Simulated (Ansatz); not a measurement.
Effect of pressure 10 GPa on Pd

Consider Pd (space group P6_3/mmc, No. 194; a = 2.734 Å, c = 9.015 Å; a cell from a computed database, its experimental status unchecked).

One thing is altered: a hydrostatic pressure of 10 GPa.

Method: PBEsol/PAW in Ansatz (a quantum-chemistry and plane-wave program), no spin-orbit coupling. Γ-centred 19×19×5 mesh, Fermi–Dirac width 0.05 eV.

The density increases by 0.54 g/cm³ (12.12 g/cm³ → 12.66 g/cm³) and the c/a ratio falls by 0.002, from 3.298 to 3.296. The shortest interatomic distance falls by 0.074 bohr to 5.092 bohr and the enthalpy H = E + PV relative to the base's energy comes out as +0.89 eV/atom. The band gap is still zero.

Final structure:

```
Pd
1.0
    2.69458     0.00000     0.00000
   -1.34729     2.33357     0.00000
    0.00000     0.00000     8.88021
Pd
4
Cartesian
  0.00000   0.00000   4.44011
  0.00000   0.00000   0.00000
  0.00000   1.55572   6.66016
  1.34729   0.77786   2.22005
```

Load acts through the strain it causes; cell and atoms are relaxed under it. No phonon test of stability was made. Competing high-pressure phases were not computed. All final runs are without spin polarisation. Pd has a high density of states at the Fermi level and may be magnetic at this level. This is not the structure that Pd has at room temperature and ambient pressure.
